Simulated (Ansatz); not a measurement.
Functionals compared on the (331) surface of fcc Cu in its 1x1 cell, outermost plane spacing 0.83 Å in the ideal cut, in Ansatz (plane waves, PAW). The structure was relaxed with PBE; the other rows are single points on it, each with its references at the same level. Cutoff 420 eV (500 eV for r2SCAN).

Set-up: 13 atoms, 10.0 Å thick at the start (thin: gaps and levels are the slab's own); mesh 15x7x1; 0.1 eV smearing; dipole correction on; all atoms relaxed; held to the part of the start's symmetry that mesh and held atoms allow; no spin, no spin-orbit, no U. These notes are the PBE run's.

```csv
functional,surface energy (J/m²),work function of the top face (eV),rough cost of the single point
PBE,1.52,4.47,–
LDA,2.02,4.82,about 5 core-minutes (a rough figure)
PBEsol,1.86,4.57,roughly 5 core-minutes
RPBE,1.30,4.29,about 4 core-minutes (a rough figure)
r2SCAN,1.78,4.46,roughly 6 core-minutes
```

Ansatz is a first-principles code.
